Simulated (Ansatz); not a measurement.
The starting structures come from a database of crystals and need not be the phases stable at ambient conditions.

 Where the default PAW files enter, the runs use the earlier of Ansatz's two default sets.

Data:

```yaml
crystal:
  lattice:
    - [5.07467, 0.00000, 0.00000]
    - [0.00000, 5.28340, 0.00000]
    - [0.00000, 0.00000, 5.10111]
  atoms:
    - { symbol: Zr, position: [0.26646, 0.03027, 0.74906] }
    - { symbol: Zr, position: [0.73354, 0.96973, 0.24906] }
    - { symbol: Zr, position: [0.26646, 0.46973, 0.24906] }
    - { symbol: Zr, position: [0.73354, 0.53027, 0.74906] }
    - { symbol: O, position: [0.53670, 0.22988, 0.50084] }
    - { symbol: O, position: [0.46330, 0.77012, 0.00084] }
    - { symbol: O, position: [0.53670, 0.27012, 0.00084] }
    - { symbol: O, position: [0.46330, 0.72988, 0.50084] }
    - { symbol: O, position: [0.06736, 0.36503, 0.60611] }
    - { symbol: O, position: [0.93264, 0.63497, 0.10611] }
    - { symbol: O, position: [0.06736, 0.13497, 0.10611] }
    - { symbol: O, position: [0.93264, 0.86503, 0.60611] }
```

Space group of this cell: Pca2_1. The cell is taken as given.

Computed with r2SCAN (plane waves, PAW; Ansatz, an electronic-structure program).

The current runs along the normal of the first two printed vectors; no spin-orbit coupling. Scaled by the factor s: all lengths (ions clamped). Meshes 6×6×6 and 6×6 across the current in all rows.

```csv
s,mean pressure (GPa),slowest mid-gap decay constant κ (1/Å)
0.98,16.9,?
1.00,-0.2,0.419
1.02,-13.2,0.410
```

Problem. Take the slope of the slowest mid-gap decay constant κ against ln s from the two given rows, extrapolate to s = 0.98, and say what the run there gives.

Solution. Slope = (0.410 − 0.419) / ln 1.02 = -0.454 1/Å. The line gives 0.419 + (-0.454) × ln 0.98 = 0.428 1/Å. The run gives 0.428 1/Å, as the line does.
